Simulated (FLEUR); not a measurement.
## Variants of one calculation on InSb (F-43m, 2 atoms in the cell)

```
CELL_PARAMETERS angstrom
      0.00000     3.33651     3.33651
      3.33651     0.00000     3.33651
      3.33651     3.33651     0.00000
ATOMIC_POSITIONS crystal
  In 0.00000 0.00000 0.00000
  Sb 0.25000 0.25000 0.25000
```

Base run A: revPBE, all-electron FLAPW (FLEUR), scalar-relativistic valence run with FLEUR, self-consistent single point.

Its settings: Kmax = 4 1/bohr; GmaxXC = 16 1/bohr; xcFunctional = rpbe; jspins = 1; l_soc = F; mode = hist; fermiSmearingEnergy = 0.00499791 Htr; mesh (inpgen div1-3) = 8 8 8; inpgen gamma flag = true; Gmax = 16 1/bohr; numbands = 0; maxIterBroyd = 15; imix = Anderson; alpha = 0.05; precondParam = 0; minDistance = 1e-05 me/bohr^3; ctail = T; kcrel = 0; coretail_lmax = 0; theta = 0.

The starting cell comes from a database of computed structures (which also holds hypothetical and non-ambient phases and stackings), without a prior relaxation at this level. Its lattice was rescaled by a random factor within 2.5 % of one. Spin-orbit coupling is off. Values depend on the basis (sphere radii, cutoffs, local orbitals), which need not be converged. No gap is read from this output.

ΔF is the free energy per atom less that of run A. 

Runs:
- B: numbands: 0 → 18
- C: fermiSmearingEnergy: 0.00499791 Htr → 0.00734986 Htr
- D: lattice scaled by 1.015
- E: kpt_div: 8 8 8 → 5 5 5; kpt_gamma: true → false
- F: maxIterBroyd: 15 → 50
- G: minDistance: 1e-05 me/bohr^3 → 0.01 me/bohr^3; l_f: T → F
- H: precondParam: 0 → 0.5

```
run  ΔF (meV/atom)  k-points  basis size
---  -------------  --------  ----------
A             0.00        29         560
B             0.00        29         560
C             -3.0        29         560
D              3.8        29         588
E             19.6        14         552
F             0.00        29         560
G             0.02        29         560
H             0.00        29         560
```

Run F against A: The free energy hardly moves (within 1 meV/atom).

Run D against A: The free energy rises by 3.8 meV/atom.

Run E against A: The free energy goes up by 19.6 meV/atom.
